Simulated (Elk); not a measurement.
A self-consistent single point of Tc (P6_3/mmc, 2 atoms in the cell) with Elk.

Computed with PBE, all-electron FP-LAPW, Elk's shipped species files, default APW+lo basis (Elk).

The change in words: lattice scaled by 0.97. Reference geometry:
```
Tc
1.0
    2.71168     0.00000     0.00000
   -1.35584     2.34838     0.00000
    0.00000     0.00000     4.35491
Tc
2
Cartesian
  0.00000   1.56559   1.08873
  1.35584   0.78279   3.26618
```

Reference input (self-consistent single point, DFT, PBE, all-electron FP-LAPW, Elk's shipped species files, default APW+lo basis): xctype = 20; rgkmax = 7; stype = 3; swidth = 0.00367493 Ha; ngridk = 11 11 6; rmtscf = 0.92. This run's input differs from it in these lines:

```diff
@@ -19,5 +19,5 @@
 avec
-    5.1243266842    0.0000005152    0.0000000000
-   -2.5621637883    4.4377968282    0.0000000000
-    0.0000000000    0.0000000000    8.2295796385
+    4.9705976457    0.0000004730    0.0000000000
+   -2.4852992325    4.3046635967    0.0000000000
+    0.0000000000    0.0000000000    7.9826925895
```

Output, abridged:

```
│ Self-consistent loop started │
│ Loop number : 1 │
 total energy                :     -8573.06772254
│ Loop number : 2 │
 total energy                :     -8573.28216359
RMS change in Kohn-Sham potential (target) :   0.1407748110     (  0.1000000000E-05)
Absolute change in total energy (target)   :   0.2144410554     (  0.1000000000E-03)
│ Loop number : 3 │
 total energy                :     -8573.44666963
RMS change in Kohn-Sham potential (target) :   0.1373426641     (  0.1000000000E-05)
Absolute change in total energy (target)   :   0.2181162984     (  0.1000000000E-03)
│ Loop number : 4 │
   [... lines left out ...]
Absolute change in total energy (target)   :   0.6816941395E-02 (  0.1000000000E-03)
│ Loop number : 12 │
 total energy                :     -8573.45119358
RMS change in Kohn-Sham potential (target) :   0.1423640872E-04 (  0.1000000000E-05)
Absolute change in total energy (target)   :   0.1599791471E-02 (  0.1000000000E-03)
│ Loop number : 13 │
 total energy                :     -8573.45083566
RMS change in Kohn-Sham potential (target) :   0.4775559660E-06 (  0.1000000000E-05)
Absolute change in total energy (target)   :   0.4202739001E-04 (  0.1000000000E-03)
Convergence targets achieved

│ Loop number : 14 │

Energies :
 Fermi                       :     0.558578793248
 total energy                :     -8573.45082296

Density of states at Fermi energy :    49.58090976
 (states/Hartree/unit cell)

Estimated indirect band gap :   0.9855504547E-03
 from k-point     26 to k-point     40
Estimated direct band gap   :   0.7257220005E-02
 at k-point      7

Charges :
 core                        :    56.00000000
 valence                     :    30.00000000
 interstitial                :    3.023509475
 muffin-tins (core leakage)
  species :    1 (Tc)
   atom    1                 :    41.48824526     (  0.6017381651E-06)
   atom    2                 :    41.48824526     (  0.6017381651E-06)
 total in muffin-tins        :    82.97649053
 total calculated charge     :    86.00515444
 total charge                :    86.00000000
 error                       :   0.5154443927E-02

│ Self-consistent loop stopped │
```

The run converged in 14 iterations. The count includes the last loop, which Elk runs after its targets are met. Against the reference run the free energy goes up by 262 meV/atom.

The starting cell comes from a database of computed structures (which also holds hypothetical and non-ambient phases and stackings), without a prior relaxation at this level. Its lattice was rescaled by a random factor within 2.5 % of one. For this run, on top of that: lattice scaled by 0.97. Spin polarisation is off. Values depend on the basis (sphere radii, cutoffs, local orbitals), which need not be converged. The log's line on a gap gives a spacing of levels on this mesh, which the program prints for metals too.
